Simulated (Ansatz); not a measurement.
We consider cubic perovskite KMgF3, described by Hartree–Fock in Ansatz (plane waves, PAW).

Numerical settings: plane-wave cutoff 460 eV, 6×6×6 k mesh, Fermi–Dirac smearing 0.01 eV, scalar-relativistic PAW data made under PBE.

The cell has the measured lattice: a = b = c = 3.9897 Å, α = β = γ = 90.00°.

Q: Predict the band gap and smallest direct gap on the k points sampled.

A: 
- band gap = 19.79 eV (on the SCF k mesh) (indirect)
- smallest direct gap on the k points sampled = 20.03 eV

Measured, for comparison: band gap 12.4 eV (temperature not stated, no zero-point or thermal correction; as tabulated in Sahnoun et al. (2004), doi:10.1016/j.matchemphys.2004.11.019). Computed (rounded) less measured: band gap +7.39 eV.

Note: cell and atoms aren't relaxed at this level (pressure 0.7 GPa).

Static lattice: no zero-point or thermal effects.

Ansatz is a first-principles code.
